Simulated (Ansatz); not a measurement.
The reference is ZnS in the wurtzite structure (space group P6_3mc, No. 186; a = 3.845 Å, c = 6.306 Å). Axes: x lies along a and z along c of the hexagonal cell.

Method: PBE (Ansatz, a first-principles code, PAW, without spin-orbit coupling).

For the base:

The width of the top valence band is 2.03 eV. The gap character is direct at Γ. The band gap comes out as 2.08 eV.

Now apply this change: uniaxial stress, 3 GPa compression along z; all other stress components relax to zero.

Predict the new width of the top valence band, gap character, hole mass, energy relative to the base and band gap.

The width of the top valence band goes up by 0.034 eV (2.03 eV → 2.07 eV); the gap character remains direct at Γ; the hole mass comes out as 0.15 mₑ along z, 1.5 mₑ across (at Γ); the energy rises by 4.8 meV/atom; the band gap goes up by 0.06 eV (2.08 eV → 2.14 eV).

Load acts through the strain it causes; cell and atoms are relaxed under it. Effective masses come from finite differences of ±0.01 Å⁻¹. Beyond what the load breaks, stability against distortions was not tested.
